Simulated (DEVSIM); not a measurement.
Structure: illuminated Si n-on-p cell, one wavelength, with a back-surface field, at 300 K.

| layer (left to right) | material | thickness (μm) | Nd (cm⁻³) | Na (cm⁻³) | τn (s) | τp (s) | absorption coefficient (cm⁻¹) |
|---|---|---|---|---|---|---|---|
| 1 | Si | 0.830 | 2.1e18 | - | 2.3e-6 | 2.3e-6 | 1800 |
| 2 | Si | 210 | - | 8.6e15 | 3.2e-5 | 3.2e-5 | 1800 |
| 3 | Si | 0.170 | - | 4.5e18 | 3.2e-5 | 3.2e-5 | 1800 |

Left contact: ohmic, minority hole recombination velocity 500 cm/s. Right contact: ohmic, minority electron recombination velocity 400 cm/s. Voltage is applied to the left contact. Recombination: SRH at mid-gap, radiative. Light enters at the left, 1.5e18 photons cm⁻² s⁻¹, one pass, no reflection. Mobility is constant in doping.

This is a model device: material constants are rounded textbook-type values typed into the input, and sizes, dopings and lifetimes were drawn at random. Values at 300 K.

| parameter | Si |
|---|---|
| gap (eV) | 1.124 |
| affinity (eV) | 4.05 |
| permittivity | 11.7 |
| Nc (cm⁻³) | 2.86e19 |
| Nv (cm⁻³) | 3.1e19 |
| μn (cm²/Vs) | 1417 |
| μp (cm²/Vs) | 470 |
| B (cm³/s) | 4.7e-15 |

Model (solved in DEVSIM): 1D drift-diffusion, Boltzmann statistics, complete ionisation; no tunnelling, impact ionisation, image-force lowering or self-heating.

### Question
Tabulate band edges, carrier densities and field at -0.9 V on the left contact, in the dark.

### Answer
Energies count from the Fermi level of the right contact; mesh points crowd at the junctions.

```csv
x (μm),Ec (eV),Ev (eV),n (cm⁻³),p (cm⁻³),field (V/cm)
0.000,0.968,-0.156,2.1e18,4.7e16,-1700
0.04932,0.967,-0.157,2.1e18,4.6e16,≈ 0
0.2025,0.967,-0.157,2.1e18,4.7e16,≈ 0
0.5555,0.967,-0.157,2.1e18,4.7e16,≈ 0
0.7831,0.967,-0.157,2.1e18,4.7e16,≈ 0
0.8310,0.992,-0.132,8.1e17,1.2e17,50000
0.8844,1.017,-0.107,3.1e17,3.2e17,≈ 0
1.176,1.017,-0.107,3.1e17,3.2e17,≈ 0
1.965,1.017,-0.107,3.1e17,3.2e17,≈ 0
4.441,1.017,-0.107,3.1e17,3.2e17,≈ 0
12.20,1.016,-0.107,3.1e17,3.2e17,≈ 0
54.54,1.015,-0.109,3.1e17,3.2e17,≈ 0
143.8,1.012,-0.112,3.3e17,3.4e17,≈ 0
190.3,1.010,-0.114,3.5e17,3.6e17,≈ 0
206.3,1.010,-0.114,3.6e17,3.7e17,≈ 0
209.5,1.010,-0.114,3.6e17,3.7e17,≈ 0
210.4,1.010,-0.114,3.6e17,3.7e17,≈ 0
210.7,1.010,-0.114,3.6e17,3.7e17,≈ 0
210.8,1.022,-0.102,2.3e17,6.0e17,26000
210.9,1.074,-0.050,3.0e16,4.5e18,≈ 0
210.9,1.074,-0.050,3.0e16,4.5e18,≈ 0
211.0,1.074,-0.050,3.0e16,4.5e18,-860
```
